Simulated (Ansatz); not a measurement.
The starting structures come from a database of crystals and need not be the phases stable at ambient conditions.

```
CELL_PARAMETERS angstrom
      3.99359     0.00000     0.00000
     -1.99680     3.45855     0.00000
      0.00000     0.00000     6.58611
ATOMIC_POSITIONS crystal
  Ga 0.33333 0.66667 0.99998
  Ga 0.66667 0.33333 0.49998
  As 0.33333 0.66667 0.37402
  As 0.66667 0.33333 0.87402
```

Space group of this cell: P6_3mc, wurtzite. The cell is taken as given.

Method: r2SCAN (plane waves, PAW; Ansatz, a first-principles code).

The current runs along the normal of the first two printed vectors; no spin-orbit coupling. Scaled by the factor s: both lengths across the current (ions clamped). Meshes 12×12×6 and 12×12 across the current in all rows.

| s | mean pressure (GPa) | band gap (eV) |
|---|---|---|
| 0.98 | 3.3 | 1.22 |
| 1.00 | 0.0 | 0.97 |
| 1.02 | -2.5 | ? |

### Question
Take the slope of the band gap against ln s from the two given rows, extrapolate to s = 1.02, and say what the run there gives.

### Answer
Slope = (1.22 − 0.97) / ln 0.98 = -12.4 eV. The line gives 0.97 + (-12.4) × ln 1.02 = 0.72 eV. The run gives 0.69 eV, 0.03 eV under the line, 14 % of the predicted step.
